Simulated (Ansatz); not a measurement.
The parent structure is Ti in the hcp (Mg type) structure (space group P6_3/mmc, No. 194; relaxed with 0.1 eV smearing).

```
Ti
1.0
    2.90164     0.00000     0.00000
   -1.45082     2.51289     0.00000
    0.00000     0.00000     4.59296
Ti
2
Direct
  0.66667   0.33333   0.75000
  0.33333   0.66667   0.25000
```

Cartesian axes are those of the cell as printed.

Level of theory: Ansatz (a program for electronic structure), PBEsol, PAW, cutoff 420 eV, scalar-relativistic without spin-orbit coupling.

Strains are applied to the cell and any free atomic positions relax; under biaxial strain the out-of-plane vector relaxes too.

One change was made to it. Results:

```tsv
quantity	base	after
band gap	zero	zero
volume per atom	16.74 Å³	16.94 Å³
```

Q: What was done to the base?
(A) biaxial strain +1.50 %, plane normal [001], relaxed out of plane
(B) biaxial strain +1.00 %, plane normal [001], relaxed out of plane
(C) biaxial strain −0.50 %, plane normal [001], relaxed out of plane

A: B, biaxial strain +1.00 %, plane normal [001], relaxed out of plane. For comparison, the volume per atom in the other runs: biaxial strain +1.50 %, plane normal [001], relaxed out of plane gives 17.04 Å³; biaxial strain −0.50 %, plane normal [001], relaxed out of plane gives 16.65 Å³.

Whether these cells are dynamically stable was not tested. The final runs are not spin-polarised.
